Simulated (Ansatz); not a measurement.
Base system: CsPbBr3 in the cubic perovskite structure (space group Pm-3m, No. 221).

```xyz
5
Lattice="5.8721 0.0000 0.0000 0.0000 5.8721 0.0000 0.0000 0.0000 5.8721" Properties=species:S:1:pos:R:3 pbc="T T T"
Cs     0.0000     0.0000     0.0000
Pb     2.9360     2.9360     2.9360
Br     2.9360     0.0000     2.9360
Br     0.0000     2.9360     2.9360
Br     2.9360     2.9360     0.0000
```

Cartesian axes are those of the cell as printed.

All numbers come from DFT with PBEsol, PAW potentials and a 420 eV plane-wave cutoff in Ansatz (a first-principles code), no SOC.

The change: biaxial strain +2.50 %, plane normal [111], relaxed out of plane (Cartesian); in-plane vectors clamped, the third vector and the atoms free.

### Question
What does the calculation give for the electron mass after the change?

### Answer
The electron mass amounts to 0.15 mₑ out of plane, 0.25 mₑ in plane (at R).

### Question
How does this affect the out-of-plane strain?

### Answer
The out-of-plane strain is -3.38 %.

Spin-orbit coupling, missing from the scalar runs, can matter with Pb. The levels and masses belong to the bands next to the band gap. Effective masses come from finite differences of ±0.01 Å⁻¹. Whether these cells are dynamically stable was not tested. Many cubic perovskites are stable only at high temperature; tilts and polar distortions were not tested. This is not the structure that CsPbBr3 has at room temperature and ambient pressure.
